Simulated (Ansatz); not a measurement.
The starting structures come from a database of crystals and need not be the phases stable at ambient conditions.

The decay constant κ of evanescent states in the gap governs leakage through a thin film.

```
CELL_PARAMETERS angstrom
      4.35884     0.00000     0.00000
      0.00000     8.40480     0.00000
      0.00000     0.00000    10.09060
ATOMIC_POSITIONS crystal
  Sn 0.25000 0.15153 0.35244
  Sn 0.75000 0.84847 0.64756
  Sn 0.75000 0.34847 0.85244
  Sn 0.25000 0.65153 0.14756
  I  0.25000 0.49238 0.66917
  I  0.75000 0.50762 0.33083
  I  0.75000 0.00762 0.16917
  I  0.25000 0.99238 0.83083
  Cl 0.75000 0.14664 0.55301
  Cl 0.25000 0.85336 0.44699
  Cl 0.25000 0.35336 0.05301
  Cl 0.75000 0.64664 0.94699
```

Space group of this cell: Pnma. The cell was relaxed by PBE-D3(BJ); by r2SCAN its mean pressure is 0.8 GPa.

Transport runs along the normal of the first two printed cell vectors.

No gap correction and no spin-orbit coupling; mid-gap values are interpolated between computed energies.

Problem. Compute, with r2SCAN in Ansatz (an electronic-structure program), the band gap and the smallest decay constant κ at mid-gap.

Solution. Gap 2.70 eV on a 8×4×4 mesh; κ = 0.278 1/Å, at (0.500, 0.000) of the in-plane reciprocal vectors. At the zone centre, at the nearest computed energy, the slowest state has κ = 0.28 1/Å.
